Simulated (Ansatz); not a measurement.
The starting structures come from a database of crystals and need not be the phases stable at ambient conditions.

Inside the gap of an insulator the Bloch states are evanescent, with a wavenumber k + iκ along the transport direction.

```
CELL_PARAMETERS angstrom
      5.63616     0.00000     0.00000
      2.81808     8.84726     0.00000
      2.81808     0.89763     4.79781
ATOMIC_POSITIONS crystal
  K  0.20857 0.37429 0.20857
  K  0.79143 0.62571 0.79143
  K  0.38530 0.84409 0.38530
  K  0.61470 0.15591 0.61470
  Zn 0.00000 0.00000 0.00000
  P  0.08421 0.74737 0.08421
  P  0.91579 0.25263 0.91579
```

The cell is taken as given.

Transport runs along the normal of the first two printed cell vectors, the (101) plane of the conventional cell.

The gap is the functional's own, uncorrected, and κ follows it; spin-orbit coupling is left out. Mid-gap means the computed energy nearest the middle.

Question: Give the band gap and the smallest decay constant κ at mid-gap that Ansatz (a first-principles code) with r2SCAN yields.

Answer: Gap 1.33 eV on a 6×6×6 mesh; κ = 0.199 1/Å, at the zone centre.
